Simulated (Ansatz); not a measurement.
The starting structures come from a database of crystals and need not be the phases stable at ambient conditions.

 Where the default PAW files enter, the runs use the earlier of Ansatz's two default sets.

The decay constant κ of evanescent states in the gap governs leakage through a thin film.

Here is the system:

```xyz
16
Lattice="6.8760 0.0000 0.0000 3.0682 6.1535 0.0000 1.9039 -3.0767 3.6182" Properties=species:S:1:pos:R:3 pbc="T T T"
Na     8.4101     3.0767     1.8091
Li     0.0000     0.0000     0.0000
Li    10.7949     4.5525     1.8091
Li     6.0253     1.6010     1.8091
H      4.3826     1.6277     0.2921
H      8.1043     0.4167     2.6961
H      5.3161     0.1191     3.3261
H      5.8931     3.9901     0.9220
H      4.5386     0.0449     0.4869
H      1.9263     0.6194     1.2681
H      3.9693     0.9649     3.1313
H      3.3178    -1.6292     2.3500
N      4.9800     0.8410     0.0067
N      7.8742     0.6098     1.7128
N      4.8787     1.0047     3.6114
N      5.9633     3.6980     1.9053
```

Space group of this cell: I-4. The cell is taken as given; by r2SCAN its mean pressure is -2.2 GPa.

Transport runs along the normal of the first two printed cell vectors, the (110) plane of the conventional cell.

The gap is the functional's own, uncorrected, and κ follows it; spin-orbit coupling is left out. Mid-gap values are interpolated between the computed energies.

Compute, with Ansatz (a program for electronic structure) with r2SCAN, the band gap and the smallest decay constant κ at mid-gap.

Gap 3.02 eV on a 8×8×8 mesh; κ = 0.363 1/Å, at the zone centre.
